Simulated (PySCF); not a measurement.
PySCF 2.14.0, unrestricted BP86/def2-svp, df: [c]1cc[nH]n1, charge 0, multiplicity 2, 8 atoms. The geometry is a generated start, not checked to be a minimum at this level.

| Quantity | Result |
|---|---|
| task | energy |
| method | bp86 |
| basis | def2-svp |
| two-electron scheme | density fitting |
| mol.max_memory | 3000 MB |
| mf.max_cycle | 100 |
| mf.conv_tol | 1e-09 (default) |
| mf.grids.level | 3 (default) |
| basis functions | 85 |
| grid points | 99584 |

```xyz
8

C      0.4795    -1.3086     0.5142
N     -0.8137    -1.2238     0.4911
N     -1.0724     0.0011     0.0105
C      0.0687     0.6717    -0.2654
C      1.1240    -0.1606     0.0516
H     -2.0223     0.3202    -0.1062
H      0.0646     1.6689    -0.6603
H      2.1717     0.0312    -0.0355
```

Charge 0 and multiplicity 2 are set for this test and not shown to be the ground state.

With the defaults (mf.DIIS = CDIIS, mf.diis = true, mf.init_guess = minao, mf.damp = 0, mf.diis_start_cycle = 1, mf.diis_space = 8, mf.diis_damp = 0) it converges in 15 Fock builds. One run each on 2 threads, 1 BLAS thread, with these changes:
- mf.init_guess = mod_huckel
- mf.DIIS = ADIIS
- mf.init_guess = 1e
- mf.damp = 0.3, mf.diis_start_cycle = 4
- mf.diis_space = 5
- mf.diis = false
- mf.diis_damp = 0.3
- mf.diis = false, mf.damp = 0.7, mf.diis_start_cycle = 999
- mf.DIIS = EDIIS

Which of these changes keep the SCF from converging, or lead it to another solution?

No convergence: mf.DIIS = EDIIS; mf.diis = false (the run ends without SCF convergence in 100 cycles). The rest reach the solution of the defaults.

```json
[
 {"setting": "the defaults", "Fock builds": "15", "end": "same solution"},
 {"setting": "mf.diis_damp = 0.3", "Fock builds": "15", "end": "same solution"},
 {"setting": "mf.init_guess = mod_huckel", "Fock builds": "18", "end": "same solution"},
 {"setting": "mf.diis_space = 5", "Fock builds": "18", "end": "same solution"},
 {"setting": "mf.damp = 0.3, mf.diis_start_cycle = 4", "Fock builds": "18", "end": "same solution"},
 {"setting": "mf.init_guess = 1e", "Fock builds": "19", "end": "same solution"},
 {"setting": "mf.DIIS = ADIIS", "Fock builds": "23", "end": "same solution"},
 {"setting": "mf.diis = false, mf.damp = 0.7, mf.diis_start_cycle = 999", "Fock builds": "34", "end": "same solution"},
 {"setting": "mf.DIIS = EDIIS", "Fock builds": "101", "end": "no convergence"},
 {"setting": "mf.diis = false", "Fock builds": "101", "end": "no convergence"}
]
```
